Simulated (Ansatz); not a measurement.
The starting structures come from a database of crystals and need not be the phases stable at ambient conditions.

 Where the default PAW files enter, the runs use the earlier of Ansatz's two default sets.

Inside the gap of an insulator the Bloch states are evanescent, with a wavenumber k + iκ along the transport direction.

Input:

```yaml
crystal:
  lattice:
    - [7.40564, 0.00000, 0.00000]
    - [0.00000, 7.89916, 0.00000]
    - [3.70282, 0.00000, 3.70282]
  atoms:
    - { symbol: W, position: [0.00000, 0.21666, 0.50000] }
    - { symbol: W, position: [0.50000, 0.28334, 0.50000] }
    - { symbol: W, position: [0.50000, 0.78334, 0.50000] }
    - { symbol: W, position: [0.00000, 0.71666, 0.50000] }
    - { symbol: O, position: [0.70295, 0.75000, 0.59410] }
    - { symbol: O, position: [0.79705, 0.75000, 0.00000] }
    - { symbol: O, position: [0.29705, 0.75000, 0.40590] }
    - { symbol: O, position: [0.20295, 0.75000, 0.00000] }
    - { symbol: O, position: [0.79705, 0.25000, 0.40590] }
    - { symbol: O, position: [0.70295, 0.25000, 0.00000] }
    - { symbol: O, position: [0.20295, 0.25000, 0.59410] }
    - { symbol: O, position: [0.29705, 0.25000, 0.00000] }
    - { symbol: O, position: [0.00000, 0.99419, 0.50000] }
    - { symbol: O, position: [0.50000, 0.50581, 0.50000] }
    - { symbol: O, position: [0.50000, 0.00581, 0.50000] }
    - { symbol: O, position: [0.00000, 0.49419, 0.50000] }
```

Space group of this cell: P4/ncc. The cell is taken as given; by PBEsol its mean pressure is -1.7 GPa.

Transport runs along the normal of the first two printed cell vectors, the (110) plane of the conventional cell.

The gap is the functional's own, uncorrected, and κ follows it; spin-orbit coupling is left out. Mid-gap values are interpolated between the computed energies.

Problem. Predict the band gap and the smallest decay constant κ at mid-gap from PBEsol in Ansatz (an electronic-structure program).

Solution. Gap 1.10 eV on a 8×4×8 mesh; κ = 0.135 1/Å, at the zone centre.
